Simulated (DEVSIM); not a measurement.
System: abrupt In0.53Ga0.47As p-n junction, at 350 K.

Layer 1 from the left is In0.53Ga0.47As, thickness (μm) 13.0, Na (cm⁻³) 2.4e15, τn (s) 8e-9, τp (s) 8e-9. Layer 2 from the left is In0.53Ga0.47As, thickness (μm) 2.10, Nd (cm⁻³) 7.3e15, τn (s) 8e-9, τp (s) 8e-9.

Left contact: ohmic. Right contact: ohmic. Voltage is applied to the left contact. Recombination: SRH at mid-gap, radiative, Auger. Mobility is μmin + (μ − μmin)/(1 + (N/Nref)^α).

The device is made up for the run: typed textbook-type constants, with dimensions and the other settings drawn at random. Values at 300 K; Nc and Nv go as T^1.5, mobilities as T to minus their exponent, the gap by Varshni's rule with the affinity fixed.

In0.53Ga0.47As: gap (eV) 0.74, affinity (eV) 4.51, permittivity 13.9, Nc (cm⁻³) 2.1e17, Nv (cm⁻³) 7.7e18, μn (cm²/Vs) 12000, μp (cm²/Vs) 300, μn,min 300, μp,min 10, Nref,n 1.3e17, Nref,p 4.9e17, αn 0.48, αp 0.4, T exponent of μn 1.6, T exponent of μp 1.6, B (cm³/s) 9.6e-11, Cn (cm⁶/s) 5e-29, Cp (cm⁶/s) 5e-29, Varshni α (eV/K) 0.00035, Varshni β (K) 190.

Problem. Estimate by hand the built-in potential, the peak field at zero bias, the capacitance at -6 V, and compare with a numerical solution.

Solution. 
- Built-in potential: ni = √(Nc Nv) exp(−Eg/2kT) = 9.68e12 cm⁻³ with Eg = 0.725 eV; Vbi = kT/q ln(Na Nd/ni²) = 0.366 V; numerical 0.366 V.
- Peak field at zero bias: depletion approximation: W = √(2εVbi/(qN)) = 0.558 μm with N = 1.81e15 cm⁻³; field = 2Vbi/W = 13100 V/cm; numerical 12100 V/cm (estimate above by 8.8 %).
- Capacitance at -6 V: C = √(qεN / 2(Vbi + |V|)) = 5.29 nF/cm²; numerical 5.31 nF/cm².

DEVSIM, 1D drift-diffusion, Boltzmann statistics, complete ionisation; no tunnelling, impact ionisation, image-force lowering or self-heating.
